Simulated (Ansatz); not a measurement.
In a (5,0) GaN nanotube, the lowest empty band has its minimum at Γ and lies 0.021 eV higher 0.0360 Å⁻¹ away along the axis.

All values below come from PBE (plane waves to 420 eV, PAW; Ansatz, a first-principles code). Mesh 1×1×6. No spin polarisation. Isolated but for its images some 11 Å away. A hypothetical model, rolled from the flat sheet. Symmetry and one short period hold its shape; lower forms weren't sought.

Question: Estimate the electron mass along the axis.

Answer: For a parabola ΔE = ħ²Δk²/2m, and ħ²/2mₑ = 3.810 eV Å². So m/mₑ = 3.810 × 0.0360²/0.021 = 0.24. The curvature over a step a third as long gives 0.23; the band is close to a parabola here.
